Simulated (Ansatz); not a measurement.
Defect migration in fcc Al: Ta-vacancy pair (Ta on one host Al site, one Al site vacant), neutral cell. The step: direct exchange of Ta with the vacancy (Ta-vacancy distance between ideal sites 2.86 Å throughout); the atom moves 3.02 Å along (0.00, 0.53, 0.53) of the unit cell; the moving atom starts with neighbours Al at 2.79, 4 Al at 2.81, 6 Al at 2.83 Å and ends with Al at 2.79, 4 Al at 2.81, 6 Al at 2.83 Å. DFT values are from Ansatz (plane-wave PAW, 420 eV unless said) in a cell of 32 host sites, spin-restricted, static, with no finite-size correction. Forms of the defect that were not tried may lie lower. The start lies 0.44 eV above the lowest site run (PBE). For the PBE band: the saddle point's order was not checked, and it lies on a symmetry element of the cell, where a band can be held.

```tsv
Level	Forward barrier (eV)	Cost of the band or of the saddle's single point
CHGNet universal potential (has no charge state), its own band	0.85	-
PBE, a 3×3×3 k-point mesh shifted by half a step, band relaxed	1.78	very roughly 17 core-minutes
PBE, a 5×5×5 k-point mesh shifted by half a step, same geometries	1.67	very roughly 3 core-minutes
r2SCAN at 500 eV, a 3×3×3 k-point mesh shifted by half a step, same geometries	1.99	roughly 100 core-seconds
```

Ansatz is a quantum-chemistry and plane-wave program.
